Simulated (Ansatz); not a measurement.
What isotropic strain +1.20 % does to BaTiO3

Consider BaTiO3 in the cubic perovskite structure (space group Pm-3m, No. 221; a = 4.0192 Å).

Modification: an isotropic linear strain of +1.20 %; the atoms relax in the strained cell.

Method: PBE/PAW in Ansatz (a program for electronic structure), spin-orbit coupling left out. k-mesh 8×8×8 (Γ-centred); smearing 0.05 eV (Fermi–Dirac).

* **Volume per atom**: 13.46 Å³ (base 12.99 Å³)
* **Shortest interatomic distance**: 2.034 Å (base 2.010 Å)
* **Energy relative to the base (free energy F)**: +8.2 meV/atom
* **Pressure**: -5.38 GPa (base 0.00 GPa)
* **Band gap**: 1.71 eV (base 1.78 eV)
* **Gap character**: indirect, R → Γ (base indirect, R → Γ)
* **Smallest direct gap**: 1.86 eV (base 1.90 eV)
* **Mean gap deformation potential ΔEg/Δln V**: -2.2 eV
* **Width of the top valence band**: 0.93 eV (base 0.95 eV)

Cost of the whole job for the changed cell (relaxation, final SCF and bands): around 15 core-seconds (rough).

Whether these cells are dynamically stable was not tested. The final runs are not spin-polarised. Many cubic perovskites are stable only at high temperature; tilts and polar distortions were not tested. This is not the structure that BaTiO3 has at room temperature and ambient pressure.
